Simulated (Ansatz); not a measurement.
## HfSi (model structure, started from the TiAs type, P6₃/mmc, No. 194, 8 atoms in the cell): equilibrium lattice constant a by level of theory

No measured value is used here.

| level (code) | value (Å) |
|---|---|
| PBE (Ansatz) | 3.705 |
| PBEsol (Ansatz) | [?] |
| PBE-D3(BJ) (Ansatz) | 3.650 |

Problem. Some entries are withheld; supply them.

Solution. 
- PBEsol (Ansatz, a quantum-chemistry and plane-wave program), value (Å): 3.645

Density-functional levels without +SOC have no spin–orbit coupling. Ansatz's density-functional and Hartree–Fock values are scalar-relativistic unless marked +SOC, with PAW data made under PBE.

A model structure was made by putting elements into a prototype or built by hand; it is no filed structure, need not be a known phase, and can be a saddle point held by its symmetry.
